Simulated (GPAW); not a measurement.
Input and output of a self-consistent single point for TaF₃ (P1, 4 atoms in the cell) (GPAW).

Method: LDA (Perdew-Wang 92)+U, GPAW PAW datasets LDA (gpaw-data 1.0.1) (plane waves; GPAW 25.7.0).

```
CELL_PARAMETERS angstrom
      4.16665     0.00000     0.00000
      0.00000     4.16665     0.00000
      0.00000     0.00000     4.16665
ATOMIC_POSITIONS crystal
  Ta 0.99773 0.00449 0.00359
  F  0.99519 0.50058 0.99374
  F  0.49985 0.99635 0.00544
  F  0.00723 0.99857 0.49723
```
Moments meant for the start (each program seeds them in its own way; μB, in the order of the atoms Ta F F F): 1.0 0.0 0.0 0.0.

Reference input (self-consistent single point, DFT LDA (Perdew-Wang 92), plane waves, GPAW PAW datasets LDA (gpaw-data 1.0.1)): spinpol = true; mode = pw; ecut = 900 eV; xc = LDA; kpts = 4 4 4; mesh shift (steps) = 0 0 0; occupations.name = methfessel-paxton; occupations.width = 0.1 eV; occupations.order = 0; nbands = -12; convergence.forces = 0.001 eV/Å; symmetry.symmorphic = false. This run's input differs from it in these lines:

```diff
@@ -19,2 +19,3 @@
             xc='LDA',
+            setups={'Ta': ':d,6.0'},
             kpts={'size': (4, 4, 4), 'gamma': True},
```

Output (repeated stretches shortened):

```
     iter     time        total  log10-change:         magmom
                         energy   eigst   dens  force
iter:   1 --:--:--   -23.499966                          +0.9974
iter:   2 --:--:--   -24.236581   -1.31  -1.19           +1.5461
iter:   3 --:--:--   -23.883232   -0.90  -1.22           +2.2671
iter:   4 --:--:--   -23.869665   -1.20  -1.40           +2.0238
iter:   5 --:--:--   -24.054626   -2.26  -1.55           +2.0175
iter:   6 --:--:--   -24.197401   -2.54  -1.72           +2.0054
iter:   7 --:--:--   -24.168679   -3.29  -2.34           +2.0077
iter:   8 --:--:--   -24.163318   -3.23  -2.47           +2.0025
   [... lines left out ...]
iter: 100 --:--:--   -26.238142c  -6.19  -3.91           +2.0000

Did not converge!

Here are some tips:

1) Make sure the geometry and spin-state is physically sound.
2) Use less aggressive density mixing.
3) Solve the eigenvalue problem more accurately at each scf-step.
4) Use a smoother distribution function for the occupation numbers.
5) Try adding more empty states.
6) Use enough k-points.
7) Don't let your structure optimization algorithm take too large steps.
8) Solve the Poisson equation more accurately.
9) Better initial guess for the wave functions.

See details here:

    https://gpaw.readthedocs.io/documentation/convergence.html
Traceback (most recent call last):
   [... frames left out ...]
gpaw.KohnShamConvergenceError: Did not converge!  See text output for help.
```

The run ended unconverged after 100 iterations. 

The starting cell comes from a database of computed structures (which also holds hypothetical and non-ambient phases and stackings), without a prior relaxation at this level. Its atoms were displaced at random from the sites of space group no. 221.

Cost on one core of a shared machine: roughly 20 min.
